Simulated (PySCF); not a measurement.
PySCF 2.14.0, BP86/def2-svp, df: F/[C]=C/C(F)(F)F, charge +1, multiplicity 1, 8 atoms. The geometry is a generated start, not checked to be a minimum at this level.

```
Quantity                      Result
-------------------  ---------------
task                          energy
method                          bp86
basis                       def2-svp
two-electron scheme  density fitting
mol.max_memory               3000 MB
mf.max_cycle                     100
mf.init_guess        minao (default)
mf.DIIS              CDIIS (default)
mf.diis_space            8 (default)
mf.conv_tol          1e-09 (default)
mf.grids.level           3 (default)
basis functions                  103
grid points                   109216
```

```xyz
8

F      2.5217     0.8301     0.5379
C      1.5642     0.2126     0.1002
C      0.5335    -0.3559    -0.3158
C     -0.9990     0.0649     0.0857
F     -1.0792     1.3635     0.1282
F     -1.7910    -0.4205    -0.8215
F     -1.2370    -0.4612     1.2538
H      0.4868    -1.2336    -0.9685
```

Charge 1 and multiplicity 1 are set for this test and not shown to be the ground state.

One run each on 2 threads, 1 BLAS thread. Values of level_shift (Hartree) tried: 0 (default), 0.1, 0.3, 1.

**Question.** How does the count of Fock builds change with level_shift (Hartree), and where is it least?

**Answer.** Fewest Fock builds, within one of each other: 0 (default) with 15, 0.1 with 14. The count rises to 52 at 1. All converge to one solution.

| level_shift (Hartree) | Fock builds | end |
|---|---|---|
| 0 (default) | 15 | same solution |
| 0.1 | 14 | same solution |
| 0.3 | 17 | same solution |
| 1 | 52 | same solution |
